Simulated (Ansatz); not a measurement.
**A computed series for Sn: response to strain**

Consider Sn in the diamond structure (space group Fd-3m, No. 227; relaxed with 0.1 eV smearing).

```
CELL_PARAMETERS angstrom
      0.00000     3.27009     3.27009
      3.27009     0.00000     3.27009
      3.27009     3.27009     0.00000
ATOMIC_POSITIONS crystal
  Sn 0.00000 0.00000 0.00000
  Sn 0.25000 0.25000 0.25000
```

Cartesian axes are those of the cell as printed.

Strains are applied to the cell and any free atomic positions relax.

The values are results of Ansatz (a quantum-chemistry and plane-wave program), PBEsol, PAW, cutoff 420 eV, no spin-orbit coupling, not measurements.

Notes on the quantities. energy relative to the base: free energy F; pressure: mean of the normal stresses, compression positive.

| variant | energy relative to the base | volume per atom | pressure |
|---|---|---|---|
| base | 0 meV/atom | 34.97 Å³ | 0.0 GPa |
| uniaxial strain ε_zz = −3.00 % | +6.3 meV/atom | 33.92 Å³ | 1.4 GPa |
| uniaxial strain ε_zz = −1.00 % | +0.7 meV/atom | 34.62 Å³ | 0.4 GPa |
| uniaxial strain ε_zz = −0.50 % | +0.2 meV/atom | 34.79 Å³ | 0.2 GPa |
| uniaxial strain ε_zz = +0.50 % | +0.2 meV/atom | 35.14 Å³ | -0.2 GPa |
| uniaxial strain ε_zz = +1.00 % | [?] | 35.32 Å³ | [?] |
| uniaxial strain ε_zz = +1.50 % | +1.5 meV/atom | 35.49 Å³ | -0.6 GPa |
| uniaxial strain ε_zz = +2.00 % | +2.6 meV/atom | 35.67 Å³ | -0.8 GPa |
| uniaxial strain ε_zz = +2.50 % | +4.0 meV/atom | 35.84 Å³ | -1.0 GPa |
| uniaxial strain ε_zz = +3.00 % | +5.8 meV/atom | 36.02 Å³ | -1.1 GPa |

Problem. Fill in the withheld entries from the trend.

Solution. 
- uniaxial strain ε_zz = +1.00 %, energy relative to the base: +0.6 meV/atom
- uniaxial strain ε_zz = +1.00 %, pressure: -0.4 GPa

Stability against distortions was not tested.
